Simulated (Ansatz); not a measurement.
**Worked example: self-consistent single point of TlSbO₃ (P4mm, 5 atoms in the cell) in Ansatz (a program for electronic structure)**

Computed with PBEsol, default PAW files made with PBE (plane waves; Ansatz).

This input was run:

Ansatz 0.2 input:
```yaml
# TlSbO3
crystal:
  lattice:
    - [4.12574100, 0.00000000, 0.00000000]
    - [0.00000000, 4.12574100, 0.00000000]
    - [0.00000000, 0.00000000, 4.22098200]
  atoms:
    - { symbol: Sb, position_ang: [2.06287050, 2.06287050, 1.90661757] }
    - { symbol: Tl, position_ang: [0.00000000, 0.00000000, 0.00000000] }
    - { symbol: O, position_ang: [2.06287050, 2.06287050, 3.78748715] }
    - { symbol: O, position_ang: [2.06287050, 0.00000000, 1.59764169] }
    - { symbol: O, position_ang: [0.00000000, 2.06287050, 1.59764169] }
basis:
  ecutwfc: 420.0
kpoints:
  mp_grid:
    grid: [7, 7, 6]
hamiltonian:
  xc: pbesol
  pseudopotentials:
    kind: paw
scf:
  occupations:
    method: fermi_dirac
    width: 0.1
output:
  forces: true
  eigenvalues: true
  stress: true
```

The program printed (abridged):

```
WARN ansatz: RAYON_NUM_THREADS=1 ignored (pool sized by the plan → 1); use --threads N
Pseudopotentials: kind: paw
Pseudopotential: Sb, paw, valence charge 15
Pseudopotential: Tl, paw, valence charge 13
Pseudopotential: O, paw, valence charge 6
Crystal: 5 atoms, lattice volume = 71.848 Å³
Basis set: ecut = 420 eV, 1383 PW (Γ), exchange–correlation on 60×60×60 points (8 copies of the dense FFT grid, shifted against one another)
Bands: 28, of which v1, the nominal top of the filled ones, is band 23 counted from 1 (22 counted from 0)
Symmetry: 8 space group operations
Space group: P4mm (ITA 99), of the structure as read, at distance tolerance 4.2e-5 Å
k-points: 40 of 294 (time reversal used)
PAW frozen core: Sb, regenerated for the run's functional, and the local potential with it
PAW frozen core: Tl, regenerated for the run's functional, and the local potential with it
PAW frozen core: O, regenerated for the run's functional, and the local potential with it
Initial density: superposition of atomic densities (neutral atoms: chi_scale 0, normalization atom), corrected by the library's trained network
Initial wavefunctions: pseudopotential atomic-orbital guess
Eigensolver: davidson
Functional: x = pbesol(κ = 0.804, μ = 0.12345679012345678), c = pbesol(β = 0.046)
SCF iter   1: F=—  HF=-19383.654489 eV  |F-HF|=—  |Δ(HF+E_count)|=         —  Δρ=1.69e-2  dr2=1.76e-1  ethr=1.77e-3  ⟨swp⟩=6.3  Hψ=5334  notcnv=0
all-band conjugate gradients solve this SCF's bands
preconditioner: auto → Kerker (q_TF=auto, 2.533 Å⁻¹)
SCF iter   2: F=—  HF=-19383.614982 eV  |F-HF|=—  |Δ(HF+E_count)|=   3.95e-2  Δρ=6.49e-3  dr2=3.12e-2  ethr=3.82e-4  ⟨swp⟩=2.0  Hψ=1592  notcnv=0  defer=4
SCF iter   3: F=—  HF=-19383.608586 eV  |F-HF|=—  |Δ(HF+E_count)|=   6.40e-3  Δρ=1.49e-3  dr2=1.00e-3  ethr=6.78e-5  ⟨swp⟩=2.0  Hψ=1665  notcnv=0  defer=4
SCF iter   4: F=—  HF=-19383.608606 eV  |F-HF|=—  |Δ(HF+E_count)|=   2.06e-5  Δρ=6.56e-4  dr2=2.70e-4  ethr=2.18e-6  ⟨swp⟩=2.0  Hψ=1737  notcnv=0  defer=4
SCF iter   5: F=—  HF=-19383.608549 eV  |F-HF|=—  |Δ(HF+E_count)|=   5.74e-5  Δρ=1.21e-4  dr2=2.09e-5  ethr=5.86e-7  ⟨swp⟩=2.1  Hψ=1670  notcnv=0  defer=4
SCF iter   6: F=—  HF=-19383.608546 eV  |F-HF|=—  |Δ(HF+E_count)|=   2.91e-6  Δρ=7.23e-5  dr2=3.16e-6  ethr=4.54e-8  ⟨swp⟩=2.0  Hψ=1449  notcnv=0  defer=4
SCF iter   7: F=—  HF=-19383.608545 eV  |F-HF|=—  |Δ(HF+E_count)|=   5.60e-7  Δρ=1.76e-5  dr2=1.60e-7  ethr=6.86e-9  ⟨swp⟩=2.0  Hψ=1791  notcnv=0  defer=4
SCF iter   8: F=-19383.608545 eV  HF=-19383.608545 eV  |F-HF|=9.88e-9  |Δ(HF+E_count)|=   1.53e-8  Δρ=4.20e-6  dr2=1.88e-8  ethr=2.17e-10  ⟨swp⟩=5.8  Hψ=4345  notcnv=0
SCF 1 converged in 8 iterations: F = -19383.608545 eV  dr2 = 1.88e-8
SCF converged after 8 iterations
Free energy (F): -19383.608545 eV
Harris-Foulkes:  -19383.608545 eV  (|F-HF|=9.88e-9)
Internal energy: -19383.547260 eV  (E = F + TS)
E sigma→0 (E₀):  -19383.577903 eV
Entropy (-TS):   -0.061285 eV (-12.257 meV/atom)
Fermi energy:    9.512098 eV
--- Per-component energies (eV) ---
  E_band       = -136.917783
  E_kinetic    = 1062.955924
  E_local      = -3287.466122  (includes V_loc(G=0)·N_el)
  E_nonlocal   = 835.497412
  E_hartree    = 1326.513057
  E_xc         = -583.709361
  E_vxc        = -517.898236  (∫ρ·V_xc dr)
  E_paw        = -14978.892366  (= ΣΔE_a)
  E_vpaw       = -883.041945  (= ΣTr[D̂ρ^β])
  E_aug_tail   = 0.007274  (compensation charges beyond the density's cutoff)
  E_ewald      = -3758.929064
  E_core_change = 0.475986  (= ΣΔE_core)
  E_smearing   = -0.061285  (= −TS)
  E_closure    = -0.000000  (closes the sum)
  Σ components = -19383.608545   (vs F -19383.608545, Δ=0.00e0)
--- Forces (eV/Å), atoms counted from 1 ---
  atom   1  Sb     0.00000000     0.00000000    -1.40521393
  atom   2  Tl     0.00000000     0.00000000    -0.68765014
  atom   3  O      0.00000000     0.00000000     1.50075332
  atom   4  O     -0.00000000     0.00000000     0.29605384
  atom   5  O      0.00000000     0.00000000     0.29605384
  max |Σ_I F_I| component: 3.08e-6 eV/Å
--- Stress (GPa, compression-positive) ---
       -5.594578       0.000000      -0.000000
        0.000000      -5.594578       0.000000
       -0.000000       0.000000       1.473646
  P = ⅓ Tr σ = -3.2385 GPa (-32.385 kbar)
  The stress holds the Pulay correction. Without it, at fixed plane waves, as pw.x and ABINIT print it: P = -3.8330 GPa
--- Band table (eV; the first three rows and the last of 40) ---
  k-point 0: bands = ["-20.2755", "-20.2143", "-20.0631", "-20.0584", "-20.0584", "-10.0487", "-7.4866", "-7.4568", "0.0331", "0.0653", "0.0653", "0.1346", "0.1670", "2.6209", "2.6237", "2.6237", "5.7907", "6.0318", "7.0833", "7.0833", "7.4158", [...]
  k-point 1: bands = ["-20.2670", "-20.2142", "-20.0630", "-20.0592", "-20.0592", "-9.9489", "-7.6438", "-7.4811", "0.0300", "0.0300", "0.0627", "0.1142", "0.1679", "2.4021", "2.7291", "2.7291", "5.0141", "7.0759", "7.0759", "7.0764", "7.3994", [...]
  k-point 2: bands = ["-20.2499", "-20.2141", "-20.0630", "-20.0608", "-20.0608", "-9.6880", "-8.0759", "-7.4701", "-0.0358", "-0.0358", "0.0735", "0.1250", "0.1696", "2.1278", "2.9493", "2.9493", "4.2940", "6.9504", "6.9504", "7.3684", "7.3831", [...]
  k-point 39: bands = ["-20.2203", "-20.1497", "-20.0707", "-20.0665", "-20.0664", "-8.5575", "-8.4138", "-8.3406", "-2.1201", "0.1778", "0.1888", "0.2152", "0.2320", "0.2679", "4.1866", "4.9829", "5.0772", "6.3341", "6.3773", "7.6478", "8.1464", [...]
```

The run converged in 8 iterations.

The starting cell was generated: these elements placed on a structure prototype, without a prior relaxation; it need not be a known phase or ordering of this composition. Its lattice was rescaled by a random factor within 2.5 % of one. Spin-orbit coupling is off. With a pressure of about -3 GPa the cell is away from its equilibrium volume at this level. Forces in this geometry exceed 1 eV/Å. Ansatz's pressure includes its estimate of the finite-basis (Pulay) stress. Without the estimate this run gives -3.83 GPa. The run gives no clean gap (levels at the Fermi energy touch, overlap or are partly filled at this smearing), which alone does not show that the compound is a metal.
